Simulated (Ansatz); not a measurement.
Consider the following.

End structure of Li on the 1x1 (111) surface of fcc Al, one in a 1x1 cell, started at the site 'hollow Al-Al-Al over Al at depth 2.3 Å':

```
CELL_PARAMETERS angstrom
      2.85810     0.00000     0.00000
     -1.42905     2.47518     0.00000
      0.00000     0.00000    26.50000
ATOMIC_POSITIONS crystal
  Al 0.33333 0.66667 0.36842
  Al 0.66667 0.33333 0.45674
  Al 0.00000 0.00000 0.54321
  Al 0.33333 0.66667 0.62977
  Li 0.00000 0.00000 0.71409
```

Model: 5-atom slab, 7.0 Å thick at the start under the adsorbate (thin: gaps and levels are the slab's own), 12x12x1 mesh, Fermi-Dirac 0.1 eV, dipole correction, 2 atoms held, the rest relaxed; symmetry of the start imposed; no spin, no spin-orbit, no U, no dispersion correction. At the end it is bonded to 3 Al. In PBE it is, or lies within 0.03 eV of, the lowest of the starts that converged.

A negative adsorption energy means that the adsorbate is more stable on the surface than in its reference.

**Question.** Estimate the work function of the top face that PBE (Ansatz, an electronic-structure program) returns for this input.

**Answer.** 3.67 eV

**Question.** Estimate the adsorption energy against an atom of bcc Li that PBE returns for this input.

**Answer.** -0.17 eV

**Question.** What is the computed change of the work function (PBE)?

**Answer.** -0.36 eV

**Question.** Give the change of the step from the bottom to the top vacuum level, against the clean slab at the level PBE.

**Answer.** -0.39 eV
